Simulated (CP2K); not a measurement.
Band structure of LaSbTe (P4/nmm, 6 atoms in the cell).

```
CELL_PARAMETERS angstrom
      4.45397     0.00000     0.00000
      0.00000     4.45397     0.00000
      0.00000     0.00000     9.83738
ATOMIC_POSITIONS crystal
  La 0.00000 0.50000 0.72232
  La 0.50000 0.00000 0.27768
  Sb 0.00000 0.00000 0.00000
  Sb 0.50000 0.50000 0.00000
  Te 0.00000 0.50000 0.37253
  Te 0.50000 0.00000 0.62747
```

Method: CP2K with PBEsol, GPW, DZVP-MOLOPT-SR-GTH basis, GTH-PBE potentials (GTH_POTENTIALS).

Settings: CUTOFF = 500 Ry; REL_CUTOFF = 60 Ry; SMEAR/METHOD = FERMI_DIRAC; ELECTRONIC_TEMPERATURE = 1160.45 K; KPOINTS/SCHEME = MONKHORST-PACK 5 5 3; XC_FUNCTIONAL = PBE:PBESOL; La/BASIS_SET = DZVP-MOLOPT-SR-GTH-q11; La/POTENTIAL = GTH-PBE-q11; Sb/BASIS_SET = DZVP-MOLOPT-SR-GTH-q5; Sb/POTENTIAL = GTH-PBE-q5; Te/BASIS_SET = DZVP-MOLOPT-SR-GTH-q6; Te/POTENTIAL = GTH-PBE-q6; METHOD = GPW; EPS_DEFAULT = 1e-10.

The starting cell comes from a database of computed structures (which also holds hypothetical and non-ambient phases and stackings), without a prior relaxation at this level. Its lattice was rescaled by a random factor within 2.5 % of one. Spin-orbit coupling is off. Values carry the incompleteness of an atom-centred basis. The potentials were made for another functional than the one used.

Levels in eV from the Fermi level, bands 19 to 24:
| point | 19 | 20 | 21 | 22 | 23 | 24 |
|---|---|---|---|---|---|---|
| Γ | -0.70 | -0.45 | -0.45 | 0.01 | 0.20 | 1.78 |
| X | -0.81 | -0.81 | -0.67 | -0.67 | -0.07 | -0.07 |
| M | -1.45 | -1.45 | -1.35 | -1.35 | 2.74 | 2.74 |
| Z | -1.19 | -0.84 | -0.44 | -0.44 | 0.57 | 2.24 |
| R | -0.91 | -0.91 | -0.58 | -0.58 | 0.33 | 0.33 |
| A | -1.43 | -1.43 | -1.37 | -1.37 | 2.34 | 2.34 |

Bands cross the Fermi level along this path, so the cell is metallic at this level.

Higher empty bands are left out: an atom-centred basis made for the valence describes them poorly.
